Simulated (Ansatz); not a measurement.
Where the default PAW files enter, the runs use the earlier of Ansatz's two default sets.

The decay constant κ of evanescent states in the gap governs leakage through a thin film.

Input:

```yaml
crystal:
  lattice:
    - [4.16884, 0.00000, 0.00000]
    - [-2.08442, 3.61032, 0.00000]
    - [0.00000, 0.00000, 6.77962]
  atoms:
    - { symbol: Cd, position: [0.66667, 0.33333, 0.50022] }
    - { symbol: Cd, position: [0.33333, 0.66667, 0.00022] }
    - { symbol: S, position: [0.66667, 0.33333, 0.87678] }
    - { symbol: S, position: [0.33333, 0.66667, 0.37678] }
```

Space group of this cell: P6_3mc, wurtzite. The cell is taken as given.

Transport runs along the normal of the first two printed cell vectors, the (001) plane of the conventional cell.

The gap is the functional's own, uncorrected, and κ follows it; spin-orbit coupling is left out. Mid-gap means the computed energy nearest the middle.

**Question.** Compute, with r2SCAN (Ansatz, a program for electronic structure), the band gap and the smallest decay constant κ at mid-gap.

**Answer.** Gap 1.62 eV on a 12×12×6 mesh; κ = 0.125 1/Å, at the zone centre.
